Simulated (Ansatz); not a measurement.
Take PbS in the rock salt structure (space group Fm-3m, No. 225; a = 6.0091 Å) as the base.

Computed with PBE (Ansatz, a quantum-chemistry and plane-wave program), no spin-orbit coupling.

Before the change:

```
Quantity                        Result
-----------------------------  -------
Width of the top valence band  3.16 eV
```

Now apply this change: cell and atoms relaxed at a pressure of 3 GPa.

**Question.** What does the calculation give for the hole mass after the change?

**Answer.** The hole mass comes out as 0.11 mₑ (at L).

**Question.** How does this affect the mean gap deformation potential ΔEg/Δln V?

**Answer.** The mean gap deformation potential ΔEg/Δln V comes out as +3.6 eV.

**Question.** How does this affect the width of the top valence band?

**Answer.** The width of the top valence band rises by 0.38 eV, from 3.16 eV to 3.54 eV.

With Pb present, leaving out spin-orbit coupling can change the band edges. Load acts through the strain it causes; cell and atoms are relaxed under it. Masses are band curvatures over ±0.01 Å⁻¹ around the edge. Stability against distortions was not tested. The base started in Pnma and relaxed to Fm-3m at this level.
